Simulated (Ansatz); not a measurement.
Structures of equal composition on the (0001) surface of wurtzite GaN (Ga plane on top): 2x2 cell from a buckled start; relaxed from the ideal Ga-terminated 1x1. The slabs share one bottom face, and each structure is named by its start. These are constructed structures in small cells; real faces may alloy, dewet or reconstruct in larger ones, and not all known structures of the face are among them. Slabs of about 14 Å, Fermi-Dirac smearing of 0.025 eV. Bottom of the slabs: H caps. Relaxed from the named starts with such symmetry as they have, on meshes of like density; energies extrapolated to zero smearing; spin only where a row says so; no spin-orbit coupling, no U. Brackets mark spin-polarised runs, whose order is one that fits the cell. Where a second, spin-polarised start was run, the lower counts.

All values below come from r2SCAN, at the PBE geometry (plane waves to 500 eV, PAW; Ansatz, a program for electronic structure).

Rank these by energy per 1x1 cell (lowest first), as r2SCAN, at the PBE geometry gives it.

2x2 cell from a buckled start (0.000 eV [spin, 1.0 μB a cell], no gap on the mesh), relaxed from the ideal Ga-terminated 1x1 (0.081 eV (like top atoms buckled by 0.7 Å) [spin, 0.9 μB a cell], no gap on the mesh)
